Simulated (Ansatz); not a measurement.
**Several settings converged on a (001) slab of Sn (cut from a parent of space group no. 71; 4 atoms in the cell)**

```
Sn
1.0
    3.39259     0.00000     0.00000
    0.00000     3.92105     0.00000
    0.00000     0.00000    20.34262
Sn
4
Direct
  0.00000   0.00000   0.44804
  0.50000   0.50000   0.34410
  0.00000   0.00000   0.65590
  0.50000   0.50000   0.55197
```

Base method: PBEsol, default PAW files made with PBE (plane waves; Ansatz, a program for electronic structure).

Base settings: basis.ecutwfc = 30.9 Ry; kpoints.mp_grid.grid = 9 8 1; hamiltonian.xc = pbesol; hamiltonian.pseudopotentials = {kind: paw} (the program's default PAW files); scf.occupations.method = fermi_dirac; scf.occupations.width = 0.0073 Ry.

The count of work is k-points × plane waves × bands × iterations; it is no time. Core times come from one kind of shared machine, to one figure; runs under 30 s give none.

**The vacuum**

The mesh stays at the base's, so the ladder's end is converged at best in this setting alone.

Only quantities that move along the ladder and can be compared are tabulated.

| vacuum between outermost atoms (Å) | free energy less the last step's (meV/atom) | largest difference of a force vector from the last step's (eV/Å) | count of work / last |
|---|---|---|---|
| 3.0 | -97.73 | 0.409 | 0.29 |
| 4.0 | -53.39 | 0.253 | 0.25 |
| 5.0 | -22.97 | 0.129 | 0.31 |
| 6.0 | -8.77 | 0.045 | 0.34 |
| 7.0 | -3.40 | 0.015 | 0.37 |
| 8.0 | -1.30 | 0.005 | 0.39 |
| 10.0 | -0.17 | 0.001 | 0.45 |
| 12.0 | -0.02 | 0.000 | 0.51 |
| 14.0 | -0.01 | 0.000 | 0.56 |
| 17.0 | 0.00 | 0.000 | 0.64 |
| 20.0 | -0.01 | 0.000 | 0.72 |
| 25.0 | 0.00 | 0.000 | 0.86 |
| 30.0 | 0.00 | 0.000 | 1.0 |

Smallest vacuum between outermost atoms (Å) that holds the forces within 0.01 eV/Å of the last step, with all finer ones: 8.0, at 0.39 of the last step's count of work; the step before is off by 0.015 eV/Å.

Smallest vacuum between outermost atoms (Å) that holds the free energy within 1 meV/atom of the last step, with all finer ones: 10.0; the step before is off by 1.3 meV/atom.

**The depth of the slab**

On the (001) slab of Sn (cut from a parent of space group no. 71; 2 atoms in the cell), and deeper slabs.

Surface energy = (E_slab − N e_bulk)/2A, with e_bulk from the bulk crystal on its finest mesh (2197 k-points); errors per atom of slab and bulk, whose meshes differ, grow with N.

The mesh stays at the base's, so the ladder's end is converged at best in this setting alone.

Only quantities that move along the ladder and can be compared are tabulated.

| atoms | unrelaxed surface energy (J/m²) | count of work / last | core time / last (rough) |
|---|---|---|---|
| 2 | 0.563 | 0.059 | – |
| 4 | 0.640 | 0.14 | – |
| 6 | 0.599 | 0.26 | – |
| 8 | 0.618 | 0.40 | – |
| 10 | 0.604 | 0.57 | 0.6 |
| 12 | 0.601 | 0.77 | 1 |
| 14 | 0.593 | 1.0 | 1 |

State of the unrelaxed surface energy at the end of the ladder: still drifting one way, by 0.011 J/m² over the last two steps, so the last step is no safe reference.

On the base run: the starting cell comes from a database of computed structures (which also holds hypothetical and non-ambient phases and stackings), without a prior relaxation at this level. The slab is cut from that crystal, and its faces are unrelaxed. Its lattice was rescaled by up to half a per cent.

Keys are those of Ansatz 0.2.
